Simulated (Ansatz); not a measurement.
**C on the 1x1 (111) surface of fcc Pd, one in a 2x2 cell, started at the site 'hollow Pd-Pd-Pd over Pd at depth 2.3 Å'**

Method: PBE (plane waves to 420 eV, PAW; Ansatz, a program for electronic structure).

Set-up: 17 atoms, 6.8 Å thick at the start under the adsorbate (thin: gaps and levels are the slab's own); mesh 6x6x1; 0.1 eV smearing; dipole correction on; 8 atoms held, the rest relaxed; symmetry of the start imposed; no spin, no spin-orbit, no U, no dispersion correction. At the end it is bonded to 3 Pd. In PBE it is, or lies within 0.03 eV of, the lowest of the starts that converged.

| Quantity | Value |
|---|---|
| adsorption energy against an atom of graphite | 0.86 eV |
| work function of the top face | 5.45 eV |
| change of the work function | 0.21 eV |
| change of the step from the bottom to the top vacuum level, against the clean slab | 0.21 eV |
| energy released by relaxation | 1.55 eV |
| height of the binding atom over the mean of the host atoms within 0.3 Å of the top one | 0.948 Å |
| nearest host atoms of the binding atom | Pd at 1.88 Å, Pd at 1.88 Å, Pd at 1.88 Å |
| largest move of a host atom | 0.09 Å |
| cost | very roughly 5 core-minutes |

A negative adsorption energy means that the adsorbate is more stable on the surface than in its reference.
